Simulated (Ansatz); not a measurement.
Take InP in the zinc blende structure (space group F-43m, No. 216; a = 5.907 Å) as the base. Axes: x, y, z lie along the cube axes.

Level of theory: DFT with r2SCAN, PAW potentials and a 500 eV plane-wave cutoff in Ansatz (an electronic-structure program), no spin-orbit coupling.

Perturbation: tensor shear ε_xy = +0.86 % (engineering shear γ = 0.0172), atoms relaxed at fixed cell.

Question: Predict the stress tensor and what it implies for the stiffness.

Answer: Stress of the strained cell less that of the base (GPa, compression positive):
```
   0.01   -0.79    0.00
  -0.79    0.01    0.00
   0.00    0.00    0.00
```

Then −Δσ/γ with γ = 2ε = 0.0172 gives relaxed-ion elastic constants: C66 ≈ 46 GPa.

No phonon test of stability was made.
